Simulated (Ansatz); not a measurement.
An Ansatz (an electronic-structure program) input (Kohn–Sham DFT with the PBEsol functional, run in Ansatz with PAW and 420 eV plane waves, no SOC):

Ansatz 0.2 input:
```yaml
crystal:
  lattice:
    - [-2.7149535465, 2.8220530398, 5.1924052819]
    - [2.9291525331, -2.8220530398, 5.3075450459]
    - [2.7149535465, 2.8220530398, -5.1924052819]
  atoms:
    - { symbol: Cd, position: [0.75, 0.25, 0.5] }
    - { symbol: Cd, position: [0, 0, 0] }
    - { symbol: Si, position: [0.25, 0.75, 0.5] }
    - { symbol: Si, position: [0.5, 0.5, 0] }
    - { symbol: P, position: [0.1676779968, 0.125, 0.5426779968] }
    - { symbol: P, position: [0.5823220032, 0.625, 0.4573220032] }
    - { symbol: P, position: [0.375, 0.8323220032, 0.9573220032] }
    - { symbol: P, position: [0.875, 0.4176779968, 0.0426779968] }
basis: { ecutwfc: 420, ecutrho_ratio: 4, xc_grid: 2, fft_grid_basis: typed }
kpoints: { mp_grid: { grid: [8, 8, 8] } }
hamiltonian:
  xc: pbesol
  dispersion: none
  pseudopotentials: { kind: paw }
scf: { occupations: { method: fermi_dirac, width: 0.05 }, convergence: { dr2_threshold: 0.0000000008 } }
relax: { f_tol: 0.005, max_steps: 50 }
output: { forces: true, stress: true }
checkpoint: { write: state.ck, write_every: 1000 }
```

Q: Which symmetry and how many k-points will the program report, and about how many plane waves at Γ?

A: Space group C2 (ITA 5) with 2 operations, k-points 150 of 512, and 3263 plane waves at Γ.

The cells carry an imposed strain or load. Stability against distortions was not tested. The cell was made from CdSiP2 in the chalcopyrite structure (space group I-42d, No. 122) by this change: tensor shear ε_xz = +2.04 %.
